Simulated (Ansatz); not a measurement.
Base system: KTaO3 in the cubic perovskite structure (space group Pm-3m, No. 221; a = 3.952 Å). Axes: x, y, z lie along the cube axes.

Calculations: LDA, PAW, 420 eV (Ansatz, a quantum-chemistry and plane-wave program; no spin-orbit coupling).

The change: uniaxial strain ε_zz = −0.60 %, all other strain components held at zero; the atoms relax in the strained cell.

Question: Predict the stress tensor and what it implies for the stiffness.

Answer: Stress of the strained cell less that of the base (GPa, compression positive):
```
   0.50    0.00    0.00
   0.00    0.50    0.00
   0.00    0.00    3.03
```

Then −Δσ_ii/ε with ε = -0.0060 gives relaxed-ion elastic constants: C33 ≈ 506 GPa, C13 ≈ 83 GPa and C23 ≈ 83 GPa.

No phonon test of stability was made.
